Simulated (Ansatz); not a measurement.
Results of HSE06+SOC in Ansatz (plane waves, PAW) for PbSnS₂ (Pmc2₁, No. 26, 8 atoms in the cell; start mp-1218951).

Run with plane-wave cutoff 460 eV, 6×6×2 k mesh (along the axes of the cell as run), Fermi–Dirac smearing 0.01 eV, PAW data made under PBE.

Cell (relaxed with PBE-D3(BJ)):

PbSnS2 is taken in the orthorhombic space group Pmc2₁ (No. 26), Pearson symbol oP8. Lattice parameters: a = 4.0844 Å, b = 4.2453 Å, c = 11.4087 Å, α = β = γ = 90.00°. Sn on 2b has 3 S at 2.572–2.683 Å and 2 S at 3.243 Å (no clear gap to further neighbours). Pb on 2a sees 3 S at 2.822 Å and 2 S at 3.136 Å and 1 S at 3.295 Å. S1 on 2a is coordinated by 2 Sn at 2.683 Å and 2 Sn at 3.243 Å and 1 Pb at 2.823 Å and 1 Pb at 3.295 Å. S2 on 2b sees 1 Sn at 2.572 Å and 2 Pb at 2.822 Å and 2 Pb at 3.136 Å (square pyramidal). (Neighbours: up to the widest gap in distance over summed covalent radii, below 1.35, at either atom; cation-cation and far metal-metal contacts left out.)

What does this level give for the band gap, smallest direct gap on the k points sampled and direct gap at Γ?


* **band gap**: 0.78 eV (on the SCF k mesh) (indirect)
* **smallest direct gap on the k points sampled**: 0.98 eV
* **direct gap at Γ**: 2.13 eV

Note: cell and atoms aren't relaxed at this level (pressure 0.5 GPa).

The computed numbers hold no vibrational or temperature effects.

A start named mp-… is a Materials Project structure, which need not be a measured phase.

Ansatz is a first-principles code.
